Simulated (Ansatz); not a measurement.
The starting structures come from a database of crystals and need not be the phases stable at ambient conditions.

 Where the default PAW files enter, the runs use the earlier of Ansatz's two default sets.

The decay constant κ of evanescent states in the gap governs leakage through a thin film.

Here is the system:

```yaml
crystal:
  lattice:
    - [6.51600, 0.00000, 0.00000]
    - [-3.25800, 5.64302, 0.00000]
    - [3.25800, 1.88101, 2.09713]
  atoms:
    - { symbol: La, position: [0.00000, 0.50000, 0.50000] }
    - { symbol: Al, position: [0.00000, 0.00000, 0.00000] }
    - { symbol: H, position: [0.76822, 0.70817, 0.52361] }
    - { symbol: H, position: [0.23178, 0.29183, 0.47639] }
    - { symbol: H, position: [0.76822, 0.06005, 0.52361] }
    - { symbol: H, position: [0.23178, 0.93995, 0.47639] }
    - { symbol: H, position: [0.41634, 0.70817, 0.52361] }
    - { symbol: H, position: [0.58366, 0.29183, 0.47639] }
```

Space group of this cell: R-3m. The cell is taken as given.

Transport runs along the normal of the first two printed cell vectors, the (001) plane of the conventional cell.

No gap correction and no spin-orbit coupling; mid-gap values are interpolated between computed energies.

### Question
Predict the band gap and the smallest decay constant κ at mid-gap from r2SCAN (Ansatz, a program for electronic structure).

### Answer
Gap 2.96 eV on a 14×14×14 mesh; κ = 0.302 1/Å, at (0.333, 0.000) of the in-plane reciprocal vectors. At the zone centre, at the nearest computed energy, the slowest state has κ = 0.33 1/Å.
